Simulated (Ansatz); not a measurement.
The parent structure is Pd in the fcc (Cu type) structure (space group Fm-3m, No. 225; a = 3.841 Å; relaxed with 0.1 eV smearing).

All numbers come from LDA (Ansatz, a program for electronic structure; PAW; 420 eV plane waves; without spin-orbit coupling).

Before the change:

```
Property    Value
--------  -------
Pressure  0.0 GPa
```

Perturbation: an isotropic linear strain of −2.00 %, atoms relaxed at fixed cell.

Question: Predict the new pressure and energy relative to the base.

Answer: The pressure goes from zero to 16.1 GPa; the energy goes up by 39 meV/atom.

Whether these cells are dynamically stable was not tested. The final runs are not spin-polarised.
